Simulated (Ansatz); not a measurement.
The parent structure is a 16-atom supercell of MgS in the rock salt structure (space group Fm-3m, No. 225; a = 5.1820 Å) at its relaxed geometry.

All numbers come from PBEsol (Ansatz, a program for electronic structure; PAW; 420 eV plane waves; no spin-orbit coupling).

One neutral defect a cell, atoms relaxed at fixed cell.

One change was made to it. Results:

```csv
quantity,base,after
largest displacement of a host atom from its site in the perfect cell,–,1.02 Å
pressure,0.0 GPa,9.0 GPa
```

Which change produced these results?
(A) Mg vacancy
(B) H interstitial (started 2.03 Å from the nearest host atom)
(C) S interstitial (started 1.83 Å from the nearest host atom)

C, S interstitial (started 1.83 Å from the nearest host atom). For comparison, the largest displacement of a host atom from its site in the perfect cell in the other runs: H interstitial (started 2.03 Å from the nearest host atom) gives 0.19 Å; Mg vacancy gives 0.02 Å.

The magnetic state is the one reached from the starting moments; the real material's order can differ, and small cells can't hold many antiferromagnetic ones. The cell is small, so the values are those of an ordered compound at a high defect concentration; dilute-limit values will differ. The mesh was chosen for an insulator and is coarse for the gapless case. Seeded moments were not kept for S interstitial (started 1.83 Å from the nearest host atom) and H interstitial (started 2.03 Å from the nearest host atom).
